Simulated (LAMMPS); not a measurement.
Ta (bcc) at 1970 K and zero pressure, started from the crystal, with several potentials, in cells of their own sizes.

Interatomic potentials used:
- EAM-type CuTa.eam.alloy: classical MD, pair style eam/alloy, file CuTa.eam.alloy (LAMMPS); X. W. Zhou, R. A. Johnson,  H. N. G. Wadley, Phys. Rev. B, 69, 144113 (2004)
- MEAM library.meam-Ta: classical MD, pair style meam, file library.meam (library.meam-Ta) (LAMMPS); Baskes, Phys Rev B, 46, 2727-2742 (1992)
- SNAP Ta06A.snap: MD with a machine-learned potential, pair style snap, file Ta06A.snap (LAMMPS); Thompson, Swiler, Trott, Foiles and Tucker, arxiv.org, 1409.3880 (2014)
- Ta_param.pod: MD with a machine-learned potential, pair style pod, file Ta_param.pod (LAMMPS)

```tsv
potential	state	volume	first peak of g(r)	coordination number	mean phonon frequency	rough cost (ms per atom and simulated ps)
EAM-type CuTa.eam.alloy	crystal; no diffusion seen in 30 ps	18.5234 ± 0.0008 Å³/atom	2.87 Å, height 3.1	14.0 (counted to 4.02 Å)	3.3 THz	1 to 3
MEAM library.meam-Ta	liquid	21.31 ± 0.03 Å³/atom	2.75 Å, height 2.8	7.76 (counted to 3.42 Å)	4.1 THz	3 to 10
Ta_param.pod	crystal; no diffusion seen in 21 ps	18.8879 ± 0.0008 Å³/atom	2.93 Å, height 3.0	14.0 (counted to 4.02 Å)	3.2 THz	30 to 100
SNAP Ta06A.snap	crystal; no diffusion seen in 9.0 ps	18.712 ± 0.003 Å³/atom	2.90 Å, height 3.1	14.0 (counted to 4.02 Å)	-	100 to 300
```

Costs are rough: whole-run CPU time with set-up and analysis, from shared machines, in bands a factor of about three wide.

Caution: the potential MEAM library.meam-Ta is a first-neighbour MEAM set with a 4 Å cutoff, used here without a parameter file and away from the static properties it was fitted to.

Caution (row MEAM library.meam-Ta): this liquid lies under the measured melting point of 3290 K, so it is undercooled or the potential melts low.

Caution (row MEAM library.meam-Ta): a run this short can hold a crystal over, or a liquid under, the potential's own melting point, which these runs don't give.

States go by the mean squared displacement: a species diffuses where it passes 1.5 Å², still rises and gives D over 1e-6 cm²/s; a crystal has left its structure where atoms lie 0.35 Å off their sites on average or a cubic box changes its shape by 3 %, or the axial ratios of another lie 8 % off the starting cell's, which the potential's own relaxation can also do.

Uncertainties are statistical and leave out the potential's own error.
